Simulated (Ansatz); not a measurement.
Take Nb in the bcc (W type) structure (space group Im-3m, No. 229; relaxed with 0.1 eV smearing) as the base.

```
CELL_PARAMETERS angstrom
     -1.62421     1.62421     1.62421
      1.62421    -1.62421     1.62421
      1.62421     1.62421    -1.62421
ATOMIC_POSITIONS crystal
  Nb 0.00000 0.00000 0.00000
```

Cartesian axes are those of the cell as printed.

All numbers come from Kohn–Sham DFT with the LDA functional, run in Ansatz (a quantum-chemistry and plane-wave program) with PAW and 420 eV plane waves, without spin-orbit coupling.

Base values:

- Shortest interatomic distance = 2.813 Å
- Pressure = 0.0 GPa

Now apply this change: compressive biaxial strain of 0.42 % in the plane normal to [111], as in epitaxy on a mismatched substrate; the out-of-plane cell vector and the atoms relax.

Task: How does this affect the shortest interatomic distance, pressure and out-of-plane strain?

Result: The shortest interatomic distance falls by 0.008 Å (2.813 Å → 2.805 Å); the pressure (mean of the normal stresses, compression positive) goes from zero to 0.2 GPa; the out-of-plane strain amounts to +0.76 %.

Whether these cells are dynamically stable was not tested. The final runs are not spin-polarised.
